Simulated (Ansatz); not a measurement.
**Pressure series in Si**

Base system: Si in the diamond structure (space group Fd-3m, No. 227).

```
CELL_PARAMETERS angstrom
      0.00000     2.72210     2.72210
      2.72210     0.00000     2.72210
      2.72210     2.72210     0.00000
ATOMIC_POSITIONS crystal
  Si 0.00000 0.00000 0.00000
  Si 0.25000 0.25000 0.25000
```

Cell and atoms are relaxed at each pressure.

Calculations: r2SCAN (Ansatz, a program for electronic structure), scalar-relativistic without spin-orbit coupling.

Only one of these has no band gap. Which?
A. pressure 7 GPa
B. pressure 100 GPa
C. pressure 50 GPa
D. pressure 30 GPa
E. pressure 3 GPa

B, pressure 100 GPa. Computed: pressure 30 GPa: 0.34 eV; pressure 3 GPa: 0.72 eV; pressure 100 GPa: zero; pressure 7 GPa: 0.66 eV; pressure 50 GPa: 0.11 eV

A case with no gap was solved on a k-mesh chosen for an insulator, which is coarse for it. Load acts through the strain it causes; cell and atoms are relaxed under it. Whether these cells are dynamically stable was not tested. Measured, Si leaves this structure (for the β-tin structure) near 12 GPa (room temperature; as listed in arXiv:1906.07825). The zero or small gap of Si under pressure 50 GPa can change with the level of theory.
